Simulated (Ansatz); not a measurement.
System: A15 Nb₃Sn (cubic form, which distorts at low temperature). Method: revPBE (Ansatz, a program for electronic structure, PAW).

Settings: plane-wave cutoff 520 eV, 10×10×10 k mesh, Fermi–Dirac smearing 0.05 eV, no spin polarisation, scalar-relativistic PAW data made under PBE.

Computed at the level's own relaxed cell.

**Question.** Predict the volume per atom, bulk modulus B0, lattice parameter a and pressure derivative B′ of the bulk modulus.

**Answer.** 
- volume per atom = 19.05 Å³/atom
- bulk modulus B0 = 156 GPa
- lattice parameter a = 5.342 Å
- pressure derivative B′ of the bulk modulus = 4.2

The run finds no gap.

Measured, for comparison: equilibrium volume per atom 18.49 Å³/atom, lattice constant a 5.289 Å (temperature not stated, no zero-point or thermal correction; as tabulated in Priinits et al. (2024), arXiv:2406.00817); bulk modulus 165 GPa (4 K, zero-point motion not removed; as tabulated in Lu and Klein (1997), arXiv:cond-mat/9704251). Computed (rounded) less measured: equilibrium volume per atom +3.0 %, bulk modulus -5 %, lattice constant a +1.0 %.

Note: symmetry holds this phase in the static calculation, where it need not be a minimum.

Spin–orbit coupling is not included.

Computed values are for the static lattice.

It cost around 4 core-minutes (rough) of CPU time.
